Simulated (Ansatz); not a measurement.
# Sensitivity of a calculation on PtC (P-6m2, 2 atoms in the cell) to its settings

```yaml
crystal:
  lattice:
    - [2.78460, 0.00000, 0.00000]
    - [-1.39230, 2.41154, 0.00000]
    - [0.00000, 0.00000, 2.71763]
  atoms:
    - { symbol: Pt, position: [0.00000, 0.00000, 0.00000] }
    - { symbol: C, position: [0.66667, 0.33333, 0.50000] }
```

Base run A: PBE (Ansatz, a program for electronic structure), self-consistent single point.

Its settings: kpoints.mp_grid.grid = 7 7 6; hamiltonian.xc = pbe; hamiltonian.pseudopotentials = {kind: paw} (the program's default PAW files); scf.occupations.method = gaussian; scf.occupations.width = 0.136 eV.

The starting cell was generated: these elements placed on a structure prototype, without a prior relaxation; it need not be a known phase or ordering of this composition. Spin polarisation is off. In the base run, with a pressure of about 93 GPa the cell is away from its equilibrium volume at this level. Ansatz's pressure includes its estimate of the finite-basis (Pulay) stress. Without a gap this mesh is coarse (it stands for a supercell whose shortest vector is 16 Å).

ΔF is the free energy per atom less that of run A. A dash stands where there is no value to compare (another energy zero or no entropy term, no result, no spin, no clean gap, or a mesh too coarse for one). Absolute energies have different zeros for different potentials, functionals, Hubbard and dispersion terms and are not compared across them.

Runs:
- B: kpoints.mp_grid.grid: 7 7 6 → 8 8 7; scf.occupations.width: 0.136 eV → 0.3 eV
- C: scf.convergence.dr2_threshold: default (1e-07 eV) → 1e-10 eV
- D: magnetization.noncollinear: default → true; magnetization.spin_orbit: default → true [PBE with spin-orbit coupling]
- E: scf.mixing.algorithm: default (the program chose MSR1) → msr1
- F: basis.precision: default → f64

| run | ΔF (meV/atom) | pressure (GPa) | k-points |
|---|---|---|---|
| A | 0.00 | 92.91 | 32 |
| B | -3.0 | 93.49 | 40 |
| C | 0.00 | 92.91 | 32 |
| D | – | 93.10 | 32 |
| E | 0.00 | 92.91 | 32 |
| F | 0.00 | 92.91 | 32 |

Run B against A: The free energy goes down by 3.0 meV/atom and the pressure goes from 92.91 to 93.49 GPa.

Run D against A: The pressure goes from 92.91 to 93.10 GPa.

Run E against A: The free energy stays essentially unchanged (within 1 meV/atom) and the pressure stays at 92.91 GPa.

Keys are those of Ansatz 0.2.
